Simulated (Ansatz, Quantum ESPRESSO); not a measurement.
# SnTe (Fm-3m, 2 atoms in the cell) computed with different codes at matched settings

Self-consistent single point.

```yaml
crystal:
  lattice:
    - [0.00000, 3.09364, 3.09364]
    - [3.09364, 0.00000, 3.09364]
    - [3.09364, 3.09364, 0.00000]
  atoms:
    - { symbol: Sn, position: [0.00000, 0.00000, 0.00000] }
    - { symbol: Te, position: [0.50000, 0.50000, 0.50000] }
```

Shared settings, as Ansatz (an electronic-structure program) writes them: kpoints.mp_grid.grid = 5 5 5; magnetization.spin_orbit = true; scf.occupations.method = fermi_dirac; scf.occupations.width = 0.01 eV. Potentials and cutoffs stand in the table.

```
code                                                                                                       model  pressure (GPa)  cutoff
----------------  ----------------------------------------------------------------------------------------------  --------------  ------
Ansatz                                                           PBE with spin-orbit coupling, default PAW files            5.16  420 eV
Quantum ESPRESSO  PBE, spin-orbit coupling, PseudoDojo fully relativistic norm-conserving (PBE) pseudopotentials            5.16   80 Ry
```

The spread over the programs that give each value: pressure within 0.00 GPa.

Ansatz's pressure is given at a fixed set of plane waves, as the other plane-wave codes print theirs; with its correction for the finite basis it is 5.19 GPa.

This mesh misses zone-boundary points where a band edge of such crystals can lie, so no gaps are given.

The starting cell has typed, rounded lattice constants, without a prior relaxation at this level. Its lattice was rescaled by a random factor within 2.5 % of one.

Left out of this page: Elk (with a known weakness of the program); FLEUR (failed or unconverged); SIESTA (not drawn, or without a comparable value).

Keys are those of Ansatz 0.2.
